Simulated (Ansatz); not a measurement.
The parent structure is Cu3SbSe4 (space group I-42m, No. 121).

```
CELL_PARAMETERS angstrom
     -2.81359     2.81359     5.59185
      2.81359    -2.81359     5.59185
      2.81359     2.81359    -5.59185
ATOMIC_POSITIONS crystal
  Cu 0.50000 0.50000 0.00000
  Sb 0.00000 0.00000 0.00000
  Se 0.59482 0.59482 0.46023
  Se 0.40518 0.86541 0.00000
  Se 0.13459 0.13459 0.53977
  Se 0.86541 0.40518 0.00000
  Cu 0.75000 0.25000 0.50000
  Cu 0.25000 0.75000 0.50000
```

Cartesian axes are those of the cell as printed.

Method: Ansatz (a first-principles code) PBEsol, spin-orbit coupling left out.

Base values:

```
Quantity                        Result
-----------------------------  -------
Shortest interatomic distance  2.373 Å
Pressure                       0.0 GPa
```

It is then changed as follows: the cell is compressed by 0.75 % along x with no lateral relaxation; the atoms relax in the strained cell.

### Question
Estimate the effect on the energy relative to the base, shortest interatomic distance and pressure.

### Answer
The energy goes up by 0.3 meV/atom; the shortest interatomic distance drops by 0.007 Å, from 2.373 Å to 2.366 Å; the pressure (mean of the normal stresses, compression positive) goes from zero to 0.5 GPa.

Without a gap, meshes like the base's 12×12×12 leave anisotropic stresses uncertain by several tenths of a GPa, and small strain energies with them. No phonon test of stability was made. All final runs are without spin polarisation.
